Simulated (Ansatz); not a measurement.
A relaxation of the atoms of LuPt3 (P4mm, 4 atoms in the cell) with Ansatz (an electronic-structure program).

Level of theory: LDA (PW92), default PAW files made with PBE (plane waves; Ansatz).

The change in words: one atom moved by 0.15 angstrom; relax: default → atoms; relax.f_tol: default → 0.001 eV/Å. Reference geometry:
```yaml
crystal:
  lattice:
    - [4.02556, 0.00000, 0.00000]
    - [0.00000, 4.02556, 0.00000]
    - [0.00000, 0.00000, 4.02556]
  atoms:
    - { symbol: Lu, position: [0.00000, 0.00000, 0.00000] }
    - { symbol: Pt, position: [0.00000, 0.50000, 0.50000] }
    - { symbol: Pt, position: [0.50000, 0.00000, 0.50000] }
    - { symbol: Pt, position: [0.50000, 0.50000, 0.00000] }
```

Reference input (self-consistent single point, DFT, LDA (PW92), plane waves, default PAW files made with PBE): basis.ecutwfc = 420 eV; kpoints.mp_grid.grid = 8 8 8; hamiltonian.xc = lda; hamiltonian.pseudopotentials = {kind: paw} (the program's default PAW files); scf.occupations.method = fermi_dirac; scf.occupations.width = 0.1 eV. This run's input differs from it in these lines:

```diff
@@ -6,3 +6,3 @@
   atoms:
-    - { symbol: Lu, position: [0.00000000, 0.00000000, 0.00000000] }
+    - { symbol: Lu, position: [0.00000000, 0.00000000, 0.03726200] }
     - { symbol: Pt, position: [0.00000000, 0.50000000, 0.50000000] }
@@ -19,2 +19,4 @@
   occupations: { method: fermi_dirac, width: 0.1 }
+relax:
+  f_tol: 0.001
 output:
```

Output (repeated stretches shortened):

```
   [... SCF lines of the steps left out ...]
relax step   1: F+E_penalty+E_count = -51232.16291822 eV  Δ(F+E_penalty+E_count) = +0.000e0 eV  max|allowed force component| = 1.479e0 eV/Å  Δτ_max = 0.0000 Å  (8 SCF iters, dr2 threshold 1.00e-7 eV, accepted)
relax step   2: F+E_penalty+E_count = -51232.20399888 eV  Δ(F+E_penalty+E_count) = -4.108e-2 eV  max|allowed force component| = 1.134e0 eV/Å  Δτ_max = 0.1928 Å  (8 SCF iters, dr2 threshold 1.00e-4 eV, accepted)
relax step   3: F+E_penalty+E_count = -51232.27276957 eV  Δ(F+E_penalty+E_count) = -6.877e-2 eV  max|allowed force component| = 7.373e-3 eV/Å  Δτ_max = 0.0795 Å  (7 SCF iters, dr2 threshold 8.04e-5 eV, accepted)
relax step   4: F+E_penalty+E_count = -51232.27276996 eV  Δ(F+E_penalty+E_count) = -3.832e-7 eV  max|allowed force component| = 8.769e-3 eV/Å  Δτ_max = 0.0000 Å  (6 SCF iters, accepted)
relax step   5: F+E_penalty+E_count = -51232.27277526 eV  Δ(F+E_penalty+E_count) = -5.309e-6 eV  max|allowed force component| = 8.187e-5 eV/Å  Δτ_max = 0.0008 Å  (7 SCF iters, dr2 threshold 4.81e-9 eV, accepted)
relax step   6: F+E_penalty+E_count = -51232.27277526 eV  Δ(F+E_penalty+E_count) = -2.183e-11 eV  max|allowed force component| = 9.048e-5 eV/Å  Δτ_max = 0.0000 Å  (6 SCF iters, accepted)
the relaxation is at rest under the 8 symmetry operations that the run kept from its start: a minimum is not shown …
Stability not checked: this state was not tested for a lower state beside it, because too few of the mixer's solves of this state at the end of the SCF gave a …
Free energy (F): -51232.272775 eV
Internal energy: -51232.175820 eV  (E = F + TS)
E sigma→0 (E₀):  -51232.224298 eV
Entropy (-TS):   -0.096955 eV (-24.239 meV/atom)
Fermi energy:    21.754884 eV
--- Forces (eV/Å), atoms counted from 1 ---
  atom   1  Lu     0.00000000     0.00000000     0.00004969
   [... lines left out ...]
  F+E_penalty+E_count = -51232.27277526 eV   max|allowed force component| = 9.048e-5 eV/Å
  atoms:
    - { symbol: Lu, position: [-9.381619730322918e-35, 0.0, 0.009313974345905198] }
    - { symbol: Pt, position: [1.868848551857155e-36, 0.5, 0.509315197781172] }
    - { symbol: Pt, position: [0.5, 0.0, 0.509315197781172] }
    - { symbol: Pt, position: [0.5, 0.5, 0.00931763009175099] }
```

The run converged.  The full log also holds: “iter 2 did not close the SCF: its close was put off for the readings that it lacked (scf_convergence_deferred on its scf_iter line)”. The full log also holds: “iter 3 did not close the SCF: its close was put off for the readings that it lacked (scf_convergence_deferred on its scf_iter line)”.

Summary of the result:
Free energy E − TS (on the zero of these files): -51232.2728 eV
Fermi level (on the code's own zero): 21.75 eV
Pressure: -5.09 GPa
Relaxation steps: 6

The starting cell comes from a database of computed structures (which also holds hypothetical and non-ambient phases and stackings), without a prior relaxation at this level. Its lattice was rescaled by up to half a per cent. For this run, on top of that: one atom moved by 0.15 angstrom. Spin polarisation is off. The relaxation keeps the symmetry of its start, so its end need not be a minimum. Ansatz's pressure includes its estimate of the finite-basis (Pulay) stress.

Cost on one core of a shared machine: roughly 3 min.

Keys are those of Ansatz 0.2.
